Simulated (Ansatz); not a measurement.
The parent structure is CaHfSe$_{3}$ in the cubic perovskite structure (space group Pm-3m, No. 221; a = 5.123 Å; a hypothetical phase, not in the database extracts checked).

Levels (all Ansatz, a quantum-chemistry and plane-wave program, PAW): PBEsol (420 eV, no SOC); HSE06 (420 eV, scalar-relativistic without spin-orbit coupling).

The geometry is relaxed with PBEsol.

| Property | Value |
|---|---|
| PBEsol lowest conduction level above the VBM at special points | Γ 0.08 eV; X 0.28 eV; R 1.10 eV |

With HSE06 at the same geometry, the lowest conduction level above the VBM at special points goes from Γ 0.08 eV; X 0.28 eV; R 1.10 eV to Γ 0.74 eV; X 0.95 eV; R 1.80 eV.

Single points use the geometry relaxed with PBEsol. HSE06 gaps are upper bounds (no full band path). The levels and masses belong to the bands next to the band gap. Whether these cells are dynamically stable was not tested. Many cubic perovskites are stable only at high temperature; tilts and polar distortions were not tested.
